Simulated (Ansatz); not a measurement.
**A computed series for SiSe2: response to strain**

Take SiSe2 (space group Ibam, No. 72; a = 6.301 Å, b = 9.302 Å, c = 5.856 Å; made of chains) as the base. Axes: x, y, z lie along a, b, c of the conventional cell.

Strains are applied to the cell and any free atomic positions relax; under biaxial strain the out-of-plane vector relaxes too.

Method: PBEsol in Ansatz (plane waves to 420 eV, PAW, no spin-orbit coupling).

Notes on the quantities. energy relative to the base: free energy F; pressure: mean of the normal stresses, compression positive.

| change | energy relative to the base | pressure | gap character | smallest direct gap |
|---|---|---|---|---|
| base | 0 meV/atom | 0.01 GPa | indirect, F₀ → X | 1.71 eV |
| biaxial strain −3.32 %, plane normal [001], relaxed out of plane | +3.1 meV/atom | 0.41 GPa | indirect, Σ₀–Γ (11 % along) → X | 1.60 eV |
| biaxial strain −1.99 %, plane normal [001], relaxed out of plane | ? | 0.21 GPa | indirect, Σ₀–Γ (11 % along) → X | 1.64 eV |
| isotropic strain −0.97 % | +1.1 meV/atom | 0.42 GPa | indirect, F₀ → X | 1.64 eV |
| isotropic strain −0.51 % | +0.3 meV/atom | 0.21 GPa | indirect, F₀ → X | 1.68 eV |
| uniaxial strain ε_yy = −0.96 % | +0.1 meV/atom | 0.05 GPa | indirect, F₀ → X | 1.68 eV |

Q: Some entries are withheld; estimate them.

A: 
- biaxial strain −1.99 %, plane normal [001], relaxed out of plane, energy relative to the base: +1.0 meV/atom

A biaxial case was relaxed in a doubled cell and then solved in the primitive one. No phonon test of stability was made. No dispersion term is included in the PBEsol runs.

Ansatz is a program for electronic structure.
